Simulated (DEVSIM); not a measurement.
System: abrupt In0.53Ga0.47As p-n junction, at 350 K.

```tsv
layer (left to right)	material	thickness (μm)	Nd (cm⁻³)	Na (cm⁻³)	τn (s)	τp (s)
1	In0.53Ga0.47As	0.120	-	1.6e15	4.3e-8	4.3e-8
2	In0.53Ga0.47As	10.0	2.1e16	-	4.3e-8	4.3e-8
```

Left contact: ohmic. Right contact: ohmic. Voltage is applied to the left contact. Recombination: SRH at mid-gap. Mobility is μmin + (μ − μmin)/(1 + (N/Nref)^α).

Constants are typed, rounded textbook-type inputs, not results; the design itself was drawn at random and stands for no fabricated device. Values at 300 K; Nc and Nv go as T^1.5, mobilities as T to minus their exponent, the gap by Varshni's rule with the affinity fixed.

| parameter | In0.53Ga0.47As |
|---|---|
| gap (eV) | 0.74 |
| affinity (eV) | 4.51 |
| permittivity | 13.9 |
| Nc (cm⁻³) | 2.1e17 |
| Nv (cm⁻³) | 7.7e18 |
| μn (cm²/Vs) | 12000 |
| μp (cm²/Vs) | 300 |
| μn,min | 300 |
| μp,min | 10 |
| Nref,n | 1.3e17 |
| Nref,p | 4.9e17 |
| αn | 0.48 |
| αp | 0.4 |
| T exponent of μn | 1.6 |
| T exponent of μp | 1.6 |
| Varshni α (eV/K) | 0.00035 |
| Varshni β (K) | 190 |

DEVSIM, 1D drift-diffusion, Boltzmann statistics, complete ionisation; no tunnelling, impact ionisation, image-force lowering or self-heating.

The thickness of layer 1 was swept, all else fixed.

```csv
thickness of layer 1 (μm),largest field in the device at zero bias (V/cm),dark forward voltage at 100 A/cm² (V)
0.024,38000,0.120
0.042,34000,0.124
0.072,29000,0.131
0.12,23000,0.142
0.2,17000,0.159
0.36,14000,0.190
0.6,12000,0.225
```

From the first row to the last the largest field in the device at zero bias goes from 38000 to 12000. From the first row to the last the dark forward voltage at 100 A/cm² goes from 0.120 to 0.225.
